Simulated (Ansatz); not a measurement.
## CuI: uniaxial strain ε_zz = −0.96 %

Take CuI in the zinc blende structure (space group F-43m, No. 216; a = 5.939 Å) as the base. Axes: x, y, z lie along the cube axes.

Now apply this change: the cell is compressed by 0.96 % along z with no lateral relaxation; the atoms relax in the strained cell.

The values are results of PBEsol, PAW, 420 eV (Ansatz, a first-principles code; no spin-orbit coupling), earlier PAW set, not measurements. k-mesh 10×10×10 (Γ-centred); smearing 0.05 eV (Fermi–Dirac).

The volume per atom drops by 0.251 Å³, from 26.19 Å³ to 25.93 Å³ and the space group becomes I-4m2 (No. 119) (base: F-43m (No. 216)). The shortest interatomic distance falls by 0.0082 Å to 2.563 Å and the energy goes up by 0.5 meV/atom. The band gap rises by 0.02 eV to 1.19 eV and the gap character remains direct at Γ. The electron mass stays 0.14 mₑ (at Γ) and the valence-band top at Γ (three highest levels, from the VBM) goes from 0.00, 0.00, 0.00 eV to 0.00, -0.02, -0.02 eV. The valley order (the lowest conduction-band minima on the path, energy above the VBM, named in the base's zone) changes from Γ 1.17 eV; L along ⟨111⟩ 2.11 eV; X along ⟨100⟩ 2.47 eV to Γ 1.19 eV; L along [1-11] 2.11 eV; X along [001] 2.41 eV; X along [100] 2.46 eV and the stress (xx, yy, zz, yz, xz, xy; compression positive) comes out as (0.42, 0.42, 0.60, 0.00, 0.00, 0.00) GPa.

Final structure:

```yaml
crystal:
  lattice:
    - [0.00000, 2.96952, 2.94101]
    - [2.96952, 0.00000, 2.94101]
    - [2.96952, 2.96952, 0.00000]
  atoms:
    - { symbol: I, position: [0.75000, 0.75000, 0.75000] }
    - { symbol: Cu, position: [0.00000, 0.00000, 0.00000] }
```

Spin-orbit coupling, missing from the scalar runs, can matter with I. Effective masses come from finite differences of ±0.01 Å⁻¹. Whether these cells are dynamically stable was not tested. The final runs are not spin-polarised. Labels are those of the standard path for the cell's own space group.
